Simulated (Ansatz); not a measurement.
L1₂ (Cu3Au-type) Ni3Si, treated with RPBE in Ansatz (plane waves, PAW).

Input file:

Ansatz 0.2 input:
```yaml
crystal:
  lattice:
    - [3.6028818036, 0.0, 0.0]
    - [0.0, 3.6028818036, 0.0]
    - [0.0, 0.0, 3.6028818036]
  atoms:
    - { symbol: Si, position: [0.0, 0.0, 0.0] }
    - { symbol: Ni, position: [0.0, 0.5, 0.5] }
    - { symbol: Ni, position: [0.5, 0.0, 0.5] }
    - { symbol: Ni, position: [0.5, 0.5, 0.0] }
basis:
  ecutwfc: 520
  ecutrho_ratio: 4
  xc_grid: 2
kpoints:
  mp_grid: { grid: [16, 16, 16] }
hamiltonian:
  xc: rpbe
  dispersion: none
  pseudopotentials: { kind: paw }
scf:
  occupations: { method: fermi_dirac, width: 0.05 }
  convergence: { dr2_threshold: 0.0000000004 }
output:
  forces: true
  stress: true
  eigenvalues: true
```

**Question.** How many irreducible k-points, plane waves at Γ does the program set up, and what pressure does the run end with?

**Answer.** 165 irreducible k-points, 1237 plane waves at Γ; P = -10.04 GPa, so the cell is stretched on average and its volume would shrink at this level.

The run printed, among other lines:

```
Crystal: 4 atoms, lattice volume = 46.768 Å³
Basis set: ecut = 520 eV, 1237 PW (Γ), exchange–correlation on 54×54×54 points (8 copies of the dense FFT grid, shifted against one another)
Bands: 35, of which v1, the nominal top of the filled ones, is band 29 counted from 1 (28 counted from 0)
Symmetry: 48 space group operations
Space group: Pm-3m (ITA 221), of the structure as read, at distance tolerance 3.6e-5 Å
k-points: 165 of 4096
Functional: x = rpbe, c = pbe(β = 0.06672455060314922)
SCF iter   1: F=—  HF=-18174.754514 eV  |F-HF|=—  |Δ(HF+E_count)|=         —  Δρ=1.01e-2  dr2=3.18e-2
SCF iter   2: F=—  HF=-18174.752255 eV  |F-HF|=—  |Δ(HF+E_count)|=   2.26e-3  Δρ=3.38e-3  dr2=5.17e-3
  ...
SCF iter   8: F=—  HF=-18174.751216 eV  |F-HF|=—  |Δ(HF+E_count)|=   1.51e-9  Δρ=1.56e-6  dr2=1.66e-9
SCF iter   9: F=-18174.751216 eV  HF=-18174.751216 eV  |F-HF|=2.18e-11  |Δ(HF+E_count)|=  4.95e-10  Δρ=3.77e-7  dr2=5.44e-11
SCF 1 converged in 9 iterations: F = -18174.751216 eV  dr2 = 5.44e-11
SCF converged after 9 iterations
Free energy (F): -18174.751216 eV
Internal energy: -18174.732609 eV  (E = F + TS)
E sigma→0 (E₀):  -18174.741913 eV
Fermi energy:    15.937722 eV
--- Forces (eV/Å), atoms counted from 1 ---
  atom   1  Si    -0.00000000     0.00000000     0.00000000
  atom   2  Ni     0.00000000     0.00000000     0.00000000
  atom   3  Ni     0.00000000    -0.00000000     0.00000000
  atom   4  Ni     0.00000000     0.00000000     0.00000000
--- Stress (GPa, compression-positive) ---
      -10.042210       0.000000       0.000000
        0.000000     -10.042210       0.000000
        0.000000       0.000000     -10.042210
  P = ⅓ Tr σ = -10.0422 GPa (-100.422 kbar)
```

The cell is one volume of an energy–volume scan, off the minimum.

The PAW data were made under PBE.

It cost about 11 core-seconds (a rough figure) of CPU time.

Ansatz is an electronic-structure program.
